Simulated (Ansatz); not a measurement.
A computed series for TiB2: response to strain

Consider TiB₂ (space group P6/mmm, No. 191).

```
TiB2
1.0
    3.01738     0.00000     0.00000
   -1.50869     2.61313     0.00000
    0.00000     0.00000     3.18507
Ti B
1 2
Direct
  0.00000   0.00000   0.00000
  0.33333   0.66667   0.50000
  0.66667   0.33333   0.50000
```

Cartesian axes are those of the cell as printed.

Strains are applied to the cell and any free atomic positions relax; under biaxial strain the out-of-plane vector relaxes too; under stress the whole cell relaxes.

Calculations: PBEsol (Ansatz, a quantum-chemistry and plane-wave program), no SOC.

Notes on the quantities. pressure: mean of the normal stresses, compression positive.

| variant | pressure | volume per atom | space group |
|---|---|---|---|
| base | 0.0 GPa | 8.37 Å³ | P6/mmm (No. 191) |
| biaxial strain −4.37 %, plane normal [001], relaxed out of plane | 24.0 GPa | 7.82 Å³ | P6/mmm (No. 191) |
| biaxial strain −0.51 %, plane normal [001], relaxed out of plane | 2.4 GPa | 8.31 Å³ | P6/mmm (No. 191) |
| biaxial strain +0.22 %, plane normal [001], relaxed out of plane | -1.0 GPa | 8.40 Å³ | P6/mmm (No. 191) |
| biaxial strain +2.84 %, plane normal [001], relaxed out of plane | -11.8 GPa | 8.74 Å³ | P6/mmm (No. 191) |
| biaxial strain +4.37 %, plane normal [001], relaxed out of plane | -17.3 GPa | 8.95 Å³ | P6/mmm (No. 191) |
| isotropic strain +4.99 % | -29.5 GPa | 9.69 Å³ | P6/mmm (No. 191) |
| uniaxial stress, 2 GPa compression along z | – | 8.34 Å³ | P6/mmm (No. 191) |
| tensor shear ε_xy = +1.58 % | 0.2 GPa | 8.37 Å³ | P2/m (No. 10) |
| uniaxial stress, 0.5 GPa tension along x | – | 8.38 Å³ | Cmmm (No. 65) |

The mesh was chosen for an insulator and is coarse for the gapless case. Without a gap, meshes like the base's 13×13×10 leave anisotropic stresses uncertain by several tenths of a GPa, and small strain energies with them. Beyond what the load breaks, stability against distortions was not tested. The final runs are not spin-polarised.
